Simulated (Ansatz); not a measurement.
The parent structure is Nb5Si3 (space group I4/mcm, No. 140; a = 6.549 Å, c = 11.806 Å). Axes: x, y, z lie along a, b, c of the conventional cell.

Computed with PBEsol (Ansatz, a program for electronic structure, PAW, spin-orbit coupling left out).

For the base:

```
Quantity            Value
---------------  --------
Volume per atom  15.82 Å³
Band gap             zero
```

Now apply this change: uniaxial stress, 2 GPa tension along x; all other stress components relax to zero.

What happens to the energy relative to the base, volume per atom and band gap?

The energy goes up by 0.6 meV/atom; the volume per atom increases by 0.05 Å³ (15.82 Å³ → 15.87 Å³); the band gap is still zero.

Without a gap, meshes like the base's 8×8×8 leave anisotropic stresses uncertain by several tenths of a GPa, and small strain energies with them. Load acts through the strain it causes; cell and atoms are relaxed under it. Stability under load was not tested beyond the relaxation. The final runs are not spin-polarised.
